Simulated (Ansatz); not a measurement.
The parent structure is TiSi₂ (space group Fddd, No. 70; a = 4.760 Å, b = 8.180 Å, c = 8.500 Å).

It is then changed as follows: cell and atoms relaxed at a pressure of 3 GPa.

Levels (all Ansatz, a quantum-chemistry and plane-wave program, PAW): PBEsol (420 eV, scalar-relativistic without spin-orbit coupling); r2SCAN (500 eV, no spin-orbit coupling).

The geometry is relaxed with PBEsol.

```
Quantity           Value
---------------  -------
PBEsol pressure  3.0 GPa
```

Task: How does going to r2SCAN change the pressure?

Result: The pressure increases by 1.9 GPa, from 3.0 GPa to 4.9 GPa.

Single points use the geometry relaxed with PBEsol. Their cutoffs differ, which shifts pressures a little. Load acts through the strain it causes; cell and atoms are relaxed under it. Stability against distortions was not tested. The final runs are not spin-polarised.
